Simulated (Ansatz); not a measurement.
**Response to strain in ZnS**

Start from ZnS in the wurtzite structure (space group P6_3mc, No. 186).

```
ZnS
1.0
    3.73826     0.00000     0.00000
   -1.86913     3.23743     0.00000
    0.00000     0.00000     6.14288
Zn S
2 2
Direct
  0.33333   0.66667   0.00059
  0.66667   0.33333   0.50059
  0.33333   0.66667   0.37441
  0.66667   0.33333   0.87441
```

Cartesian axes are those of the cell as printed.

Strains are applied to the cell and any free atomic positions relax.

Computed with LDA in Ansatz (plane waves to 420 eV, PAW, no SOC).

```tsv
uniaxial strain ε_xx (%)	band gap (eV)
0	2.19
0.6	2.16
1.2	2.13
1.8	?
2.4	2.06
3	2.03
```

Task: Fit E_g = E₀ + Dε (ε in %) to the rows shown and predict the withheld row.

Result: Least squares on the printed values gives E₀ = 2.19 eV, D = -54.1 meV per % of strain (largest residual 0.00 eV); this predicts 2.09 eV, and the run gives 2.10 eV, in agreement.

No phonon test of stability was made.

Ansatz is a quantum-chemistry and plane-wave program.
